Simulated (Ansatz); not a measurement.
# How the smallest direct gap on the k points sampled of MgO (Pm-3n, No. 223, 12 atoms in the cell; start mp-1101930; a measured phase of this formula has another space group) moves with the method

No measured value is used here.

```
level (code)          value (eV)  cell (Å³/atom)
--------------------  ----------  --------------
LDA (Ansatz)                2.87           14.03
PBEsol (Ansatz)             2.84           14.56
r²SCAN (Ansatz)             3.40           14.44
PBE0 (Ansatz)         (withheld)           14.56
G0W0@PBEsol (Ansatz)        5.55           14.56
```

Q: Fill in the missing entries.

A: 
- PBE0 (Ansatz, a quantum-chemistry and plane-wave program), value (eV): 5.22

Computed values are for a static lattice.  Values are at the level's own relaxed cell; PBE0 at the PBEsol cell; G0W0@PBEsol at the PBEsol cell. Cutoffs and k meshes differ between the levels. Ansatz's density-functional and Hartree–Fock values are scalar-relativistic unless marked +SOC, with PAW data made under PBE.

A start named mp-… is a Materials Project structure, which need not be a measured phase.
